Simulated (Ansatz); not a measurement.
An Ansatz (an electronic-structure program) run: Hf with a change (pressure −2 GPa); LDA in Ansatz (plane waves to 420 eV, PAW, no SOC).

Input:

Ansatz 0.2 input:
```yaml
crystal:
  lattice:
    - [3.127151872, 0, 0]
    - [-1.563575936, 2.7081929626, 0]
    - [0, 0, 4.9587460427]
  atoms:
    - { symbol: Hf, position: [0.6666666667, 0.3333333333, 0.75] }
    - { symbol: Hf, position: [0.3333333333, 0.6666666667, 0.25] }
basis: { ecutwfc: 420, ecutrho_ratio: 4, xc_grid: 2, fft_grid_basis: typed }
kpoints: { mp_grid: { grid: [17, 17, 10] } }
hamiltonian:
  xc: lda
  dispersion: none
  pseudopotentials: { kind: paw }
scf: { occupations: { method: fermi_dirac, width: 0.05 } }
relax: { f_tol: 0.01, max_steps: 60, cell: { stress_tol: 0.02, p_target: -2.0 } }
output: { forces: true, stress: true }
checkpoint: { write: state.ck, write_every: 1000 }
```

Output (explanatory and most iteration lines left out):

```
Relaxation: its limit of steps is 60 (relax.max_steps)
Pseudopotential: Hf, paw, valence charge 26
Crystal: 2 atoms, lattice volume = 41.995 Å³
Basis set: ecut = 420 eV, 833 PW (Γ), exchange–correlation on 48×48×72 points (8 copies of the dense FFT grid, shifted against one another)
Bands: 32, of which v1, the nominal top of the filled ones, is band 26 counted from 1 (25 counted from 0)
Symmetry: 24 space group operations
Space group: P63/mmc (ITA 194), of the structure as read, at distance tolerance 3.5e-5 Å
k-points: 198 of 2890
Functional: x = slater, c = lda
SCF iter   1: F=—  HF=-30953.721658 eV  |F-HF|=—  |Δ(HF+E_count)|=         —  Δρ=4.35e-3  dr2=2.40e-3  ethr=1.77e-3  ⟨swp⟩=4.8  Hψ=21078  notcnv=0
SCF iter   2: F=—  HF=-30953.721538 eV  |F-HF|=—  |Δ(HF+E_count)|=   1.20e-4  Δρ=2.57e-3  dr2=9.35e-4  ethr=4.62e-6  ⟨swp⟩=2.0  Hψ=11676  notcnv=0
SCF 1 converged in 6 iterations: F = -30953.721644 eV  dr2 = 2.51e-8
relax step   1: F+E_penalty+E_count = -30953.72164430 eV  Δ(F+E_penalty+E_count) = +0.000e0 eV  max|allowed force component| = 1.480e-16 eV/Å  Δτ_max = 0.0000 Å  P = -1.000 GPa  Ω = 41.995 Å³  (6 SCF iters, dr2 threshold 1.00e-7 eV, accepted)
[... steps on the carried basis left out ...]
relax step   5: F+E_penalty+E_count = -30953.71819636 eV  Δ(F+E_penalty+E_count) = -7.585e-5 eV  max|allowed force component| = 2.035e-16 eV/Å  Δτ_max = 0.0000 Å  P = -2.000 GPa  Ω = 42.363 Å³  stress off target by 4.15e-3 GPa  SCF on the basis re-selected at this cell (its energy is not comparable with the rows above)  (6 SCF iters)
SCF converged after 6 iterations
Free energy (F): -30953.718196 eV
Internal energy: -30953.705123 eV  (E = F + TS)
E sigma→0 (E₀):  -30953.711660 eV
Entropy (-TS):   -0.013073 eV (-6.537 meV/atom)
Fermi energy:    20.786782 eV
--- Forces (eV/Å), atoms counted from 1 ---
  atom   1  Hf     0.00000000     0.00000000     0.00000000
  atom   2  Hf     0.00000000    -0.00000000     0.00000000
--- Stress (GPa, compression-positive) ---
       -1.998269       0.000000       0.000000
        0.000000      -1.998269       0.000000
        0.000000       0.000000      -2.004147
  P = ⅓ Tr σ = -2.0002 GPa (-20.002 kbar)
--- Relaxed structure (4 steps of the walk, 3 accepted, 1 SCFs on fresh bases) ---
  cell:  # Å, volume = 42.3628 Å³
    - [3.1368165254600764, 0.0, 0.0]
    - [-1.5684082627300382, 2.716562798059263, 0.0]
    - [0.0, 0.0, 4.971367416266628]
  atoms:
    - { symbol: Hf, position: [0.6666666666666666, 0.3333333333333333, 0.7500000000000001] }
    - { symbol: Hf, position: [0.3333333333333333, 0.6666666666666666, 0.25] }
```

Load acts through the strain it causes; cell and atoms are relaxed under it. No phonon test of stability was made. All final runs are without spin polarisation. The cell was made from Hf in the hcp (Mg type) structure (space group P6_3/mmc, No. 194) by this change: pressure −2 GPa.
